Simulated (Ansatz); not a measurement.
A calculation on Au (P6₃/mmc, No. 194, 2 atoms in the cell; start COD 1545302; another form than the element's usual one) returned lattice constant a 2.838 Å, lattice parameter c 4.756 Å, cohesive energy 4.32 eV/atom.

Problem. Which level of theory produced these numbers?
A) r²SCAN+rVV10 (Ansatz (a quantum-chemistry and plane-wave program))
B) PBEsol (Ansatz)
C) LDA (Ansatz)
D) r²SCAN (Ansatz)

Solution. C, LDA (Ansatz)

The others give: r²SCAN+rVV10 2.879 Å, 4.809 Å, 3.81 eV/atom; PBEsol 2.865 Å, 4.792 Å, 3.72 eV/atom; r²SCAN 2.895 Å, 4.843 Å, 3.42 eV/atom.

Unless a cell is named, each level is at its own relaxed cell (LDA 16.59, PBEsol 17.03, r²SCAN 17.58, r²SCAN+rVV10 17.26 Å³/atom).

Caveats: the relaxation could not lower the start's symmetry, so the cell can be a saddle point above a distorted one (r²SCAN+rVV10, PBEsol, r²SCAN, LDA). Ansatz's density-functional and Hartree–Fock values are scalar-relativistic unless marked +SOC, with PAW data made under PBE.
